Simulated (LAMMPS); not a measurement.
Consider Ni (fcc), 256 atoms, at 1040 K and 0 GPa, heated as the crystal in molecular dynamics.

Method: MD with a machine-learned potential, pair style snap, file Ni_Zuo_JPCA2020.snap (LAMMPS).

```tsv
r (Å)	g(r)
2.060	0.000
2.100	0.024
2.140	0.077
2.180	0.231
2.220	0.474
2.260	1.04
2.300	1.80
2.340	2.64
2.380	3.41
2.420	4.29
2.460	4.59
2.500	4.54
2.540	4.41
2.580	3.91
2.620	3.16
2.660	2.50
2.700	1.94
2.740	1.28
2.780	0.864
2.820	0.573
2.860	0.342
2.900	0.168
2.940	0.146
2.980	0.059
3.020	0.062
3.060	0.029
3.100	0.036
3.140	0.066
3.180	0.121
3.220	0.165
3.260	0.229
3.300	0.351
3.340	0.485
3.380	0.590
3.420	0.741
3.460	0.871
3.500	0.878
3.540	0.986
3.580	0.970
3.620	0.895
3.660	0.779
3.700	0.674
3.740	0.544
3.780	0.425
3.820	0.320
3.860	0.216
3.900	0.224
3.940	0.218
3.980	0.283
4.020	0.394
4.060	0.613
4.100	0.884
4.140	1.21
4.180	1.59
4.220	2.00
4.260	2.33
4.300	2.51
4.340	2.63
4.380	2.69
4.420	2.44
4.460	2.19
4.500	1.82
4.540	1.47
4.580	1.12
4.620	0.815
4.660	0.592
4.700	0.477
4.740	0.429
4.780	0.476
4.820	0.554
4.860	0.659
4.900	0.790
4.940	0.905
4.980	0.968
5.020	1.02
5.060	0.991
5.100	0.928
5.140	0.850
5.180	0.723
5.220	0.618
5.260	0.574
5.300	0.550
5.340	0.648
5.380	0.691
5.420	0.884
5.460	1.05
5.500	1.22
5.540	1.39
5.580	1.46
5.620	1.53
5.660	1.56
5.700	1.36
5.740	1.25
5.780	1.08
5.820	0.884
5.860	0.733
5.900	0.586
5.940	0.513
5.980	0.450
6.020	0.447
6.060	0.439
```

The data show:
- state found: crystal; no diffusion seen in 15 ps
- first peak of g(r): 2.48 Å, height 4.6
- coordination number: 12.0 (counted to 3.06 Å)
